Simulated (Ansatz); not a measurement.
The reference is BP in the zinc blende structure (space group F-43m, No. 216; a = 4.520 Å). Axes: x, y, z lie along the cube axes.

Calculations: plane-wave PAW DFT at the PBEsol level (Ansatz, a program for electronic structure, 420 eV), no spin-orbit coupling.

Strains are applied to the cell and any free atomic positions relax; under biaxial strain the out-of-plane vector relaxes too; under stress the whole cell relaxes.

One change was made to it. Results:

```csv
quantity,base,after
volume per atom,11.54 Å³,11.38 Å³
energy relative to the base (free energy F),0 meV/atom,+2.4 meV/atom
"valence-band top at Γ (three highest levels, from the VBM)","0.00, 0.00, 0.00 eV","0.00, 0.00, -0.13 eV"
```

Question: Which change produced these results?
(A) biaxial strain −0.91 %, plane normal [001], relaxed out of plane
(B) uniaxial strain ε_zz = −5.10 %
(C) biaxial strain +1.79 %, plane normal [001], relaxed out of plane
(D) uniaxial stress, 2 GPa tension along z

Answer: A, biaxial strain −0.91 %, plane normal [001], relaxed out of plane. For comparison, the energy relative to the base in the other runs: biaxial strain +1.79 %, plane normal [001], relaxed out of plane gives +8.7 meV/atom; uniaxial strain ε_zz = −5.10 % gives +34 meV/atom; uniaxial stress, 2 GPa tension along z gives +0.5 meV/atom.

The levels and masses belong to the bands next to the band gap. Stability under load was not tested beyond the relaxation.
